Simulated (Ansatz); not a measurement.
Density of states of Si (Fd-3m) below the valence band maximum, HSE06 with spin-orbit coupling, rigid bands run with Ansatz (a quantum-chemistry and plane-wave program); cell volume 40.1 Å³.

(energy from edge (eV), 10⁻³ states/eV/cell): (0.006, 10.3); (0.031, 39.5); (0.056, 67.7); (0.081, 89.3); (0.106, 106); (0.131, 122); (0.156, 136); (0.181, 149); (0.206, 160); (0.231, 173); (0.256, 184); (0.281, 195); (0.319, 212); (0.344, 223); (0.369, 234); (0.394, 245); (0.419, 256); (0.444, 267); (0.469, 278); (0.494, 289); (0.519, 300); (0.544, 312); (0.569, 323); (0.594, 335)

### Question
What effective density of states at 300 K does this give (∫ g(E) exp(−E/k_BT) dE, both spins, divided by the cell's size)?

### Answer
2.1e19 cm⁻³, a density-of-states mass of 0.87 mₑ, valleys and band degeneracy included.

Geometry: cell and atoms relaxed with PBEsol.
